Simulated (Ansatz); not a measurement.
Al2Cu, response to strain

The reference is Al₂Cu (space group I4/mcm, No. 140).

```xyz
6
Lattice="-3.0031 3.0031 2.3953 3.0031 -3.0031 2.3953 3.0031 3.0031 -2.3953" Properties=species:S:1:pos:R:3 pbc="T T T"
Al     0.9550     3.9581     0.0000
Al     0.9550     2.0481     2.3953
Al     2.0481     0.9550     0.0000
Al     2.0481    -0.9550     2.3953
Cu     0.0000     0.0000     1.1976
Cu     0.0000     0.0000     3.5929
```

Cartesian axes are those of the cell as printed.

Strains are applied to the cell and any free atomic positions relax; under biaxial strain the out-of-plane vector relaxes too; under stress the whole cell relaxes.

All numbers come from r2SCAN/PAW in Ansatz (an electronic-structure program), scalar-relativistic without spin-orbit coupling, earlier PAW set.

Notes on the quantities. energy relative to the base: free energy F; pressure: mean of the normal stresses, compression positive.

| variant | energy relative to the base | volume per atom | pressure | space group |
|---|---|---|---|---|
| base | 0 meV/atom | 14.40 Å³ | 0.0 GPa | I4/mcm (No. 140) |
| biaxial strain −1.52 %, plane normal [001], relaxed out of plane | +4.7 meV/atom | 14.18 Å³ | 1.9 GPa | I4/mcm (No. 140) |
| biaxial strain +1.79 %, plane normal [001], relaxed out of plane | ? | ? | ? | I4/mcm (No. 140) |
| isotropic strain +1.22 % | +6.6 meV/atom | 14.93 Å³ | -3.8 GPa | I4/mcm (No. 140) |
| isotropic strain +5.89 % | +130 meV/atom | 17.10 Å³ | -13.1 GPa | I4/mcm (No. 140) |
| uniaxial strain ε_yy = −0.84 % | +0.6 meV/atom | 14.28 Å³ | 1.0 GPa | Ibam (No. 72) |
| uniaxial strain ε_zz = −2.70 % | +7.3 meV/atom | 14.01 Å³ | 3.4 GPa | I4/mcm (No. 140) |
| uniaxial stress, 8 GPa compression along z | +12 meV/atom | 14.11 Å³ | – | I4/mcm (No. 140) |
| uniaxial stress, 0.5 GPa tension along x | +0.1 meV/atom | 14.42 Å³ | – | Ibam (No. 72) |

**Question.** What belongs in the blanks?

**Answer.** 
- biaxial strain +1.79 %, plane normal [001], relaxed out of plane, energy relative to the base: +6.5 meV/atom
- biaxial strain +1.79 %, plane normal [001], relaxed out of plane, volume per atom: 14.76 Å³
- biaxial strain +1.79 %, plane normal [001], relaxed out of plane, pressure: -2.6 GPa

A biaxial case was relaxed in a doubled cell and then solved in the primitive one. Without a gap, meshes like the base's 12×12×12 leave anisotropic stresses uncertain by several tenths of a GPa, and small strain energies with them. Stability under load was not tested beyond the relaxation. All final runs are without spin polarisation.
